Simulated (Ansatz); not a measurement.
# What biaxial strain +2.08 %, plane normal [111], relaxed out of plane does to BeS

Take BeS in the zinc blende structure (space group F-43m, No. 216; a = 4.796 Å) as the base. Axes: x, y, z lie along the cube axes.

The change: tensile biaxial strain of 2.08 % in the plane normal to [111], as in epitaxy on a mismatched substrate; the out-of-plane cell vector and the atoms relax.

Calculations: LDA/PAW in Ansatz (a program for electronic structure), no spin-orbit coupling. Γ-centred 12×12×12 mesh, Fermi–Dirac width 0.05 eV.

```tsv
quantity	base	changed	shift
volume per atom	13.79 Å³	14.25 Å³	+0.46 Å³
space group	F-43m (No. 216)	R3m (No. 160)	–
shortest interatomic distance	2.077 Å	2.078 Å	+0.001 Å
energy relative to the base (free energy F)	0 meV/atom	+8.7 meV/atom	+8.7 meV/atom
pressure (mean of the normal stresses, compression positive)	0.00 GPa	-3.13 GPa	-3.13 GPa
band gap	2.82 eV	2.75 eV	-0.077 eV
gap character	–	indirect, Γ → F	–
smallest direct gap	5.49 eV	5.22 eV	-0.264 eV
valence-band top at Γ (three highest levels, from the VBM)	0.00, 0.00, 0.00 eV	0.00, -0.20, -0.20 eV	–
out-of-plane strain	–	-0.82 %	–
ratio −ε⊥/ε∥	–	0.40	–
mean in-plane stress (compression positive)	–	-4.7 GPa	–
```

Stability against distortions was not tested. k-point labels follow each cell's own Brillouin zone.
